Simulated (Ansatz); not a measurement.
**A computed series for ZrO2: pressure series**

Start from ZrO2 in the fluorite structure (space group Fm-3m, No. 225).

```
CELL_PARAMETERS angstrom
      0.00000     2.54467     2.54467
      2.54467     0.00000     2.54467
      2.54467     2.54467     0.00000
ATOMIC_POSITIONS crystal
  Zr 0.00000 0.00000 0.00000
  O  0.25000 0.25000 0.25000
  O  0.75000 0.75000 0.75000
```

Cell and atoms are relaxed at each pressure.

The values are results of DFT with r2SCAN, PAW potentials and a 500 eV plane-wave cutoff in Ansatz (a program for electronic structure), no spin-orbit coupling, not measurements.

Notes on the quantities. enthalpy: H = E + PV relative to the base's energy.

```tsv
case	volume per atom	band gap	enthalpy	smallest direct gap
base	10.99 Å³	3.89 eV	–	4.29 eV
pressure −2 GPa	11.07 Å³	3.86 eV	-0.14 eV/atom	4.26 eV
pressure −1 GPa	11.03 Å³	3.87 eV	-0.07 eV/atom	4.27 eV
pressure 0.9 GPa	10.95 Å³	3.90 eV	+0.06 eV/atom	4.30 eV
pressure 2.1 GPa	10.90 Å³	3.91 eV	+0.14 eV/atom	4.32 eV
pressure 4.5 GPa	10.80 Å³	3.94 eV	+0.31 eV/atom	4.36 eV
pressure 9 GPa	10.63 Å³	3.99 eV	+0.61 eV/atom	4.42 eV
pressure 15 GPa	10.42 Å³	…	+1.00 eV/atom	4.50 eV
pressure 22.5 GPa	…	4.11 eV	+1.48 eV/atom	4.59 eV
pressure 30 GPa	9.98 Å³	4.18 eV	+1.96 eV/atom	4.67 eV
```

Question: Some entries are withheld; estimate them.

Answer: 
- pressure 15 GPa, band gap: 4.05 eV
- pressure 22.5 GPa, volume per atom: 10.19 Å³

Load acts through the strain it causes; cell and atoms are relaxed under it. Whether these cells are dynamically stable was not tested. Competing high-pressure phases were not computed. This is not the structure that ZrO2 has at room temperature and ambient pressure.
